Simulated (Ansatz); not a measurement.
**A computed series for Bi2Pt: pressure series**

Take Bi$_{2}$Pt (space group Pa-3, No. 205) as the base.

Space group Pa-3 (No. 205); a = b = c = 6.721 Å, α = β = γ = 90.00°

| atom | site | symmetry | x | y | z |
|---|---|---|---|---|---|
| Bi | 8c | .3. | 0.3701 | 0.3701 | 0.3701 |
| Pt | 4a | .-3. | 0.0000 | 0.0000 | 0.0000 |

Cell and atoms are relaxed at each pressure.

Level of theory: DFT with PBEsol, PAW potentials and a 420 eV plane-wave cutoff in Ansatz (a program for electronic structure), spin-orbit coupling left out.

Two rows of this table had their results exchanged by mistake.

```tsv
pressure	volume per atom (Å³)	shortest distance (Å)	band gap
pressure −2 GPa	24.15	2.734	zero
pressure −1 GPa	25.58	2.787	zero
pressure 0.3 GPa	25.23	2.774	zero
pressure 0.7 GPa	25.12	2.770	zero
pressure 1.5 GPa	24.92	2.763	zero
pressure 3 GPa	24.57	2.750	zero
pressure 5 GPa	25.87	2.798	zero
pressure 7.5 GPa	23.67	2.716	zero
pressure 10 GPa	23.25	2.700	zero
```

### Question
Which two?

### Answer
The rows for pressure −2 GPa and pressure 5 GPa: the volume has to fall steadily with pressure, so 25.87 Å³ belongs to pressure −2 GPa and 24.15 Å³ to pressure 5 GPa.

Load acts through the strain it causes; cell and atoms are relaxed under it. No phonon test of stability was made. Competing high-pressure phases were not computed. The final runs are not spin-polarised.
